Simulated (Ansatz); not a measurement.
# MnP-type NiSi (1 0 0) on silicon (0 0 1), P on 6 of 6 substrate sites at each interface (film strained to the substrate, faces as cut)

A periodic stack without vacuum, MnP-type NiSi (1 0 0) on silicon (0 0 1), P on 6 of 6 substrate sites at each interface (film strained to the substrate, faces as cut): substrate slab Si60P12, film Ni40Si30, surface cells [[0, -1], [6, 2]] and [[0, -1], [5, -1]], film strained by -2.6 and -2.4 %, faces Si/Si and Ni/Ni as cut (like faces can put a slab off its formula).

The start was prepared with a machine-learned potential, and the result is one local minimum, with the in-plane cell held and forces under 0.04 eV/Å; the film can end far from its bulk form.

All values below come from PBE (plane waves to 420 eV, PAW; Ansatz, a program for electronic structure). No spin–orbit coupling; the runs are not spin-polarised; PBE gaps are too small against experiment. Its k-point mesh 5×2×1, Fermi–Dirac width 0.05 eV.

| Property | Result |
|---|---|
| interface area | 89.8 Å² |
| period | 25.33 Å |
| gaps between the outermost planes at the two interfaces | 1.09 and 0.82 Å |
| Ni–P contacts across the interfaces within 1.22 times the sum of covalent radii | 32, mean 2.26 Å |
| Ni–Si contacts across the interfaces within 1.22 times the sum of covalent radii | 8, mean 2.52 Å |
| P–Si contacts across the interfaces within 1.22 times the sum of covalent radii | 6, mean 2.51 Å |
| hole barrier (PBE) | 0.44 eV |
| electron barrier (PBE) | 0.17 eV |

```yaml
crystal:
  lattice:
    - [5.46985, 0.00005, -0.08389]
    - [5.47065, 16.40977, 0.02804]
    - [-0.89193, 2.46092, 25.35985]
  atoms:
    - { symbol: Si, position: [0.99074, 0.98640, 0.07353] }
    - { symbol: Si, position: [0.31887, 0.14525, 0.07763] }
    - { symbol: Si, position: [0.62684, 0.31094, 0.07267] }
    - { symbol: Si, position: [0.97718, 0.48061, 0.07002] }
    - { symbol: Si, position: [0.33996, 0.65762, 0.05771] }
    - { symbol: Si, position: [0.68199, 0.83774, 0.07300] }
    - { symbol: P, position: [0.08092, 0.08862, 0.02675] }
    - { symbol: P, position: [0.44680, 0.23433, 0.02342] }
    - { symbol: P, position: [0.88882, 0.37432, 0.03264] }
    - { symbol: P, position: [0.03842, 0.57683, 0.00970] }
    - { symbol: P, position: [0.54360, 0.74852, 0.03195] }
    - { symbol: P, position: [0.70307, 0.94828, 0.01620] }
    - { symbol: Si, position: [0.52939, 0.96622, 0.18245] }
    - { symbol: Si, position: [0.86159, 0.13267, 0.18182] }
    - { symbol: Si, position: [0.18417, 0.30376, 0.17794] }
    - { symbol: Si, position: [0.52592, 0.47154, 0.17717] }
    - { symbol: Si, position: [0.86600, 0.63718, 0.17243] }
    - { symbol: Si, position: [0.21058, 0.79711, 0.17705] }
    - { symbol: Si, position: [0.67833, 0.05536, 0.12925] }
    - { symbol: Si, position: [0.99530, 0.22504, 0.12705] }
    - { symbol: Si, position: [0.33719, 0.39564, 0.12503] }
    - { symbol: Si, position: [0.66292, 0.56279, 0.11997] }
    - { symbol: Si, position: [0.03123, 0.72718, 0.11743] }
    - { symbol: Si, position: [0.34747, 0.89438, 0.12647] }
    - { symbol: Si, position: [0.07679, 0.94672, 0.28571] }
    - { symbol: Si, position: [0.40238, 0.11946, 0.28679] }
    - { symbol: Si, position: [0.72920, 0.28819, 0.28546] }
    - { symbol: Si, position: [0.06739, 0.45375, 0.28615] }
    - { symbol: Si, position: [0.40995, 0.61625, 0.28581] }
    - { symbol: Si, position: [0.74989, 0.78040, 0.28666] }
    - { symbol: Si, position: [0.21791, 0.04199, 0.23514] }
    - { symbol: Si, position: [0.54108, 0.21194, 0.23231] }
    - { symbol: Si, position: [0.87784, 0.37979, 0.23199] }
    - { symbol: Si, position: [0.21145, 0.54559, 0.23046] }
    - { symbol: Si, position: [0.56439, 0.70674, 0.23127] }
    - { symbol: Si, position: [0.89322, 0.87126, 0.23162] }
    - { symbol: Si, position: [0.61666, 0.93313, 0.39056] }
    - { symbol: Si, position: [0.94585, 0.10169, 0.39019] }
    - { symbol: Si, position: [0.27172, 0.27090, 0.39342] }
    - { symbol: Si, position: [0.60811, 0.43428, 0.39826] }
    - { symbol: Si, position: [0.95143, 0.59803, 0.39624] }
    - { symbol: Si, position: [0.29434, 0.76261, 0.39553] }
    - { symbol: Si, position: [0.76326, 0.02459, 0.33757] }
    - { symbol: Si, position: [0.08552, 0.19648, 0.33876] }
    - { symbol: Si, position: [0.42211, 0.36265, 0.34075] }
    - { symbol: Si, position: [0.75834, 0.52446, 0.34222] }
    - { symbol: Si, position: [0.10192, 0.68899, 0.34151] }
    - { symbol: Si, position: [0.43109, 0.85510, 0.33958] }
    - { symbol: Si, position: [0.15418, 0.92121, 0.49193] }
    - { symbol: Si, position: [0.49247, 0.08517, 0.49939] }
    - { symbol: Si, position: [0.83014, 0.24126, 0.49977] }
    - { symbol: Si, position: [0.14381, 0.41767, 0.50788] }
    - { symbol: Si, position: [0.49905, 0.58106, 0.51077] }
    - { symbol: Si, position: [0.84272, 0.74689, 0.50254] }
    - { symbol: Si, position: [0.30786, 0.01238, 0.44264] }
    - { symbol: Si, position: [0.63115, 0.17520, 0.44345] }
    - { symbol: Si, position: [0.96981, 0.34154, 0.45121] }
    - { symbol: Si, position: [0.29767, 0.50962, 0.45419] }
    - { symbol: Si, position: [0.64515, 0.67006, 0.45219] }
    - { symbol: Si, position: [0.96550, 0.84065, 0.44466] }
    - { symbol: P, position: [0.70818, 0.90079, 0.59199] }
    - { symbol: P, position: [0.11353, 0.03561, 0.60965] }
    - { symbol: P, position: [0.30903, 0.24051, 0.59968] }
    - { symbol: P, position: [0.68849, 0.37764, 0.60742] }
    - { symbol: P, position: [0.86438, 0.62395, 0.59772] }
    - { symbol: P, position: [0.31306, 0.76890, 0.60632] }
    - { symbol: Si, position: [0.85892, 0.99277, 0.54885] }
    - { symbol: Si, position: [0.17742, 0.14760, 0.55642] }
    - { symbol: Si, position: [0.51070, 0.31346, 0.55073] }
    - { symbol: Si, position: [0.82683, 0.47938, 0.56889] }
    - { symbol: Si, position: [0.19834, 0.66793, 0.56481] }
    - { symbol: Si, position: [0.50151, 0.83132, 0.54564] }
    - { symbol: Ni, position: [0.20517, 0.11569, 0.76882] }
    - { symbol: Ni, position: [0.01253, 0.30541, 0.76359] }
    - { symbol: Ni, position: [0.80866, 0.51146, 0.75741] }
    - { symbol: Ni, position: [0.61631, 0.70924, 0.75306] }
    - { symbol: Ni, position: [0.41790, 0.91320, 0.75873] }
    - { symbol: Ni, position: [0.30060, 0.12463, 0.65401] }
    - { symbol: Ni, position: [0.07973, 0.31998, 0.65686] }
    - { symbol: Ni, position: [0.91609, 0.51249, 0.65289] }
    - { symbol: Ni, position: [0.69663, 0.72011, 0.65342] }
    - { symbol: Ni, position: [0.48482, 0.94737, 0.65697] }
    - { symbol: Ni, position: [0.78981, 0.03976, 0.66429] }
    - { symbol: Ni, position: [0.56326, 0.22296, 0.67121] }
    - { symbol: Ni, position: [0.38430, 0.41969, 0.66270] }
    - { symbol: Ni, position: [0.16880, 0.61738, 0.65881] }
    - { symbol: Ni, position: [0.98272, 0.83296, 0.65666] }
    - { symbol: Ni, position: [0.94270, 0.01337, 0.77095] }
    - { symbol: Ni, position: [0.73528, 0.21005, 0.77017] }
    - { symbol: Ni, position: [0.54579, 0.40670, 0.76786] }
    - { symbol: Ni, position: [0.34445, 0.60914, 0.75702] }
    - { symbol: Ni, position: [0.14646, 0.81235, 0.75692] }
    - { symbol: Si, position: [0.58455, 0.11504, 0.72952] }
    - { symbol: Si, position: [0.38071, 0.31819, 0.72639] }
    - { symbol: Si, position: [0.20084, 0.50893, 0.72248] }
    - { symbol: Si, position: [0.00264, 0.71800, 0.71686] }
    - { symbol: Si, position: [0.80237, 0.92552, 0.72346] }
    - { symbol: Si, position: [0.18082, 0.03047, 0.70472] }
    - { symbol: Si, position: [0.97317, 0.21420, 0.69811] }
    - { symbol: Si, position: [0.78053, 0.41642, 0.69732] }
    - { symbol: Si, position: [0.58143, 0.61099, 0.68523] }
    - { symbol: Si, position: [0.40358, 0.82790, 0.68991] }
    - { symbol: Ni, position: [0.37575, 0.04453, 0.97222] }
    - { symbol: Ni, position: [0.08424, 0.29742, 0.97089] }
    - { symbol: Ni, position: [0.88371, 0.48366, 0.97256] }
    - { symbol: Ni, position: [0.70328, 0.67405, 0.96737] }
    - { symbol: Ni, position: [0.52933, 0.86090, 0.97222] }
    - { symbol: Ni, position: [0.38825, 0.09049, 0.87385] }
    - { symbol: Ni, position: [0.17607, 0.29733, 0.86863] }
    - { symbol: Ni, position: [0.96780, 0.50504, 0.86468] }
    - { symbol: Ni, position: [0.78085, 0.68963, 0.85913] }
    - { symbol: Ni, position: [0.59960, 0.88788, 0.86472] }
    - { symbol: Ni, position: [0.86706, 0.98723, 0.87294] }
    - { symbol: Ni, position: [0.65735, 0.19354, 0.87596] }
    - { symbol: Ni, position: [0.44111, 0.40354, 0.86912] }
    - { symbol: Ni, position: [0.24436, 0.59638, 0.86571] }
    - { symbol: Ni, position: [0.06121, 0.78956, 0.86331] }
    - { symbol: Ni, position: [0.04773, 0.96496, 0.97725] }
    - { symbol: Ni, position: [0.79051, 0.18603, 0.97630] }
    - { symbol: Ni, position: [0.60906, 0.38956, 0.96672] }
    - { symbol: Ni, position: [0.38876, 0.59383, 0.97718] }
    - { symbol: Ni, position: [0.24250, 0.76579, 0.96791] }
    - { symbol: Si, position: [0.70817, 0.08027, 0.93937] }
    - { symbol: Si, position: [0.47283, 0.29342, 0.93369] }
    - { symbol: Si, position: [0.25940, 0.49461, 0.93790] }
    - { symbol: Si, position: [0.05409, 0.68733, 0.92904] }
    - { symbol: Si, position: [0.90018, 0.87235, 0.93627] }
    - { symbol: Si, position: [0.97361, 0.09959, 0.83860] }
    - { symbol: Si, position: [0.76680, 0.30022, 0.83442] }
    - { symbol: Si, position: [0.56609, 0.50590, 0.82634] }
    - { symbol: Si, position: [0.37105, 0.69808, 0.82162] }
    - { symbol: Si, position: [0.18247, 0.89703, 0.82814] }
    - { symbol: Si, position: [0.28328, 0.97498, 0.90630] }
    - { symbol: Si, position: [0.08204, 0.18845, 0.91580] }
    - { symbol: Si, position: [0.85829, 0.39807, 0.90146] }
    - { symbol: Si, position: [0.63835, 0.59017, 0.90522] }
    - { symbol: Si, position: [0.47350, 0.78249, 0.89978] }
    - { symbol: Si, position: [0.55814, 0.00506, 0.80444] }
    - { symbol: Si, position: [0.36220, 0.20446, 0.80790] }
    - { symbol: Si, position: [0.14820, 0.40599, 0.80123] }
    - { symbol: Si, position: [0.96553, 0.60543, 0.79290] }
    - { symbol: Si, position: [0.76476, 0.80233, 0.79421] }
```
